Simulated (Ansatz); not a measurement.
## Effect of pressure −2 GPa on SrO

Consider SrO in the rock salt structure (space group Fm-3m, No. 225; a = 5.122 Å).

One thing is altered: hydrostatic tension (pressure −2 GPa).

All numbers come from plane-wave PAW DFT at the PBEsol level (Ansatz, a program for electronic structure, 420 eV), without spin-orbit coupling. k-mesh 11×11×11 (Γ-centred); smearing 0.05 eV (Fermi–Dirac).

```csv
quantity,base,changed,shift
volume per atom,16.80 Å³,17.18 Å³,+0.38 Å³
density,5.12 g/cm³,5.01 g/cm³,-0.11 g/cm³
lattice parameter a,5.122 Å,5.161 Å,+0.0384 Å
shortest interatomic distance,2.561 Å,2.580 Å,+0.019 Å
enthalpy H = E + PV relative to the base's energy,–,-0.21 eV/atom,–
band gap,3.20 eV,3.21 eV,+0.01 eV
gap character,"indirect, Γ → X","indirect, Γ → X",–
smallest direct gap,3.26 eV,3.29 eV,+0.03 eV
mean gap deformation potential ΔEg/Δln V,–,+0.6 eV,–
width of the top valence band,1.15 eV,1.10 eV,-0.042 eV
electron mass,"1.2 mₑ along k, 0.39 mₑ across (at X)","1.2 mₑ along k, 0.39 mₑ across (at X)",–
"valley order (the lowest conduction-band minima on the path, energy above the VBM, named in the base's zone)",X along ⟨100⟩ 3.20 eV; Γ 3.93 eV,X along ⟨100⟩ 3.21 eV; Γ 3.77 eV,–
```

Final structure:

```yaml
crystal:
  lattice:
    - [0.00000, 2.58039, 2.58039]
    - [2.58039, 0.00000, 2.58039]
    - [2.58039, 2.58039, 0.00000]
  atoms:
    - { symbol: Sr, position: [0.00000, 0.00000, 0.00000] }
    - { symbol: O, position: [0.50000, 0.50000, 0.50000] }
```

Load acts through the strain it causes; cell and atoms are relaxed under it. Masses are band curvatures over ±0.01 Å⁻¹ around the edge. Along k means along the line from Γ to the band edge. Stability against distortions was not tested.
